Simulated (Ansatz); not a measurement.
Input:

```
CELL_PARAMETERS angstrom
      3.24044     0.00000     0.00000
      1.62022     2.80630     0.00000
      1.62022    -0.93543     2.61448
ATOMIC_POSITIONS crystal
  P  0.50059 0.74971 0.24912
  B  0.99941 0.00029 0.00088
```

No spin polarisation.

Calculations: r2SCAN, PAW, 500 eV (Ansatz, a first-principles code; no spin-orbit coupling), earlier PAW set. Γ-centred 12×12×12 mesh, Fermi–Dirac width 0.05 eV.

Problem. Predict the band gap, smallest direct gap and valence-band top at Γ.

Solution. 
- Band gap: 1.37 eV
- Smallest direct gap: 3.44 eV
- Valence-band top at Γ (three highest levels, from the VBM): 0.00, -0.09, -0.09 eV

The cells carry an imposed strain or load. Stability against distortions was not tested. The cell was made from BP in the zinc blende structure (space group F-43m, No. 216) by this change: biaxial strain +1.02 %, plane normal [111], relaxed out of plane.
